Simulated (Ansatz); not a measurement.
System: N vacancy in wurtzite GaN (charge state +3). Computed with PBE, PAW (plane waves to 420 eV; Ansatz, an electronic-structure program).

Cell of 72 host sites held at the relaxed PBE lattice; one k-point at (0.125, 0.250, 0.250); Fermi-Dirac width 0.01 eV, spin-restricted; finite-size errors left in. Static, classical nuclei. The charge state is imposed; whether it is stable for some Fermi level was not computed. Forms of the defect that were not tried may lie lower.

Barriers: single points on a 2×2×2 k-point mesh shifted by half a step along c at the bands' geometries (they differ from the bands' own by up to 0.10 eV, and are uncertain by about as much).

Relaxed starting cell (atoms counted from 1):

```
CELL_PARAMETERS angstrom
      9.65543     0.00000     0.00000
     -4.82771     8.36185     0.00000
      0.00000     0.00000    10.48619
ATOMIC_POSITIONS crystal
  Ga 0.22193 0.11048 0.20664
  Ga 0.22193 0.11063 0.75000
  Ga 0.22332 0.44575 0.24738
  Ga 0.22503 0.44854 0.75288
  Ga 0.22305 0.77666 0.24728
  Ga 0.22476 0.77572 0.75284
  Ga 0.55567 0.10938 0.24730
  Ga 0.55674 0.10773 0.75283
  Ga 0.55580 0.44587 0.24736
  Ga 0.55685 0.44864 0.75292
  Ga 0.55521 0.77745 0.24994
  Ga 0.55525 0.77747 0.75187
  Ga 0.88686 0.10920 0.24730
  Ga 0.88417 0.10760 0.75282
  Ga 0.88855 0.44371 0.24894
  Ga 0.88858 0.44374 0.75122
  Ga 0.88665 0.77662 0.24727
  Ga 0.88405 0.77568 0.75289
  Ga 0.08972 0.24377 0.51281
  Ga 0.10865 0.22482 0.99456
  Ga 0.11031 0.55549 0.50053
  Ga 0.10976 0.55529 0.00055
  Ga 0.08947 0.84662 0.51265
  Ga 0.10846 0.88458 0.99446
  Ga 0.48660 0.24392 0.51279
  Ga 0.44874 0.22497 0.99454
  Ga 0.44546 0.55851 0.50269
  Ga 0.44485 0.55725 0.00080
  Ga 0.44515 0.88813 0.50263
  Ga 0.44467 0.88872 0.00073
  Ga 0.77763 0.22271 0.50043
  Ga 0.77802 0.22350 0.00056
  Ga 0.77783 0.55543 0.50060
  Ga 0.77807 0.55526 0.00057
  Ga 0.77515 0.88799 0.50261
  Ga 0.77630 0.88860 0.00076
  N  0.22192 0.11137 0.93917
  N  0.22405 0.44535 0.43703
  N  0.22263 0.44624 0.93896
  N  0.22366 0.77957 0.43689
  N  0.22235 0.77720 0.93890
  N  0.55351 0.10939 0.43701
  N  0.55596 0.11089 0.93890
  N  0.55371 0.44533 0.43696
  N  0.55616 0.44638 0.93896
  N  0.55521 0.77827 0.43861
  N  0.55522 0.77825 0.93902
  N  0.88807 0.10920 0.43700
  N  0.88723 0.11073 0.93891
  N  0.88850 0.44463 0.43830
  N  0.88856 0.44466 0.93846
  N  0.88820 0.77963 0.43682
  N  0.88706 0.77711 0.93894
  N  0.10988 0.22284 0.18772
  N  0.11071 0.22212 0.69008
  N  0.11061 0.55473 0.18896
  N  0.11083 0.55497 0.68759
  N  0.10938 0.88582 0.18767
  N  0.11044 0.88789 0.69006
  N  0.44648 0.22316 0.18769
  N  0.44471 0.22226 0.69013
  N  0.44431 0.55533 0.18904
  N  0.44446 0.55565 0.68900
  N  0.44404 0.88828 0.18898
  N  0.44419 0.88818 0.68889
  N  0.77750 0.22165 0.18897
  N  0.77741 0.22147 0.68759
  N  0.77750 0.55476 0.18893
  N  0.77746 0.55497 0.68757
  N  0.77721 0.88812 0.18895
  N  0.77706 0.88806 0.68892
```
Cell charge +3.

End state 1 differs by these moves (Å; atoms that move under 0.08 Å are left out):

```
atom  element     Δx     Δy     Δz
----  -------  -----  -----  -----
1          Ga  -0.02  -0.01   0.43
9          Ga   0.01  -0.02  -0.43
19         Ga   0.29  -0.19  -0.11
23         Ga   0.01   0.35  -0.13
25         Ga  -0.31  -0.54   0.00
27         Ga  -0.31   0.15   0.11
33         Ga   0.30   0.18   0.13
44          N  -1.60  -2.78   0.00
```

Question: Give the forward and backward barriers to end state 1 at the level PBE, PAW.

Answer: forward 2.49 eV, backward 2.49 eV; at the saddle point atom 44 has neighbours Ga at 1.86, 2 Ga at 2.26 Å. The saddle point's order was not checked, and it lies on a symmetry element of the cell, where a band can be held.

End state 2 differs by these moves (Å; atoms that move under 0.08 Å are left out):

```csv
atom,element,Δx,Δy,Δz
1,Ga,-0.31,-0.18,0.59
7,Ga,0.29,-0.17,0.17
8,Ga,0.00,0.00,-0.08
9,Ga,0.00,0.34,0.16
10,Ga,0.00,0.00,-0.08
19,Ga,0.28,-0.15,-0.10
23,Ga,0.01,0.32,-0.10
25,Ga,-0.31,-0.18,-0.13
26,Ga,-0.04,-0.02,-0.39
60,N,-1.63,-0.94,2.65
```

Question: What is the computed forward and backward barriers to end state 2 (PBE, PAW)?

Answer: forward 2.62 eV, backward 2.62 eV; at the saddle point atom 60 has neighbours Ga at 1.81, Ga at 1.91, Ga at 2.30 Å. The saddle point's order was not checked.
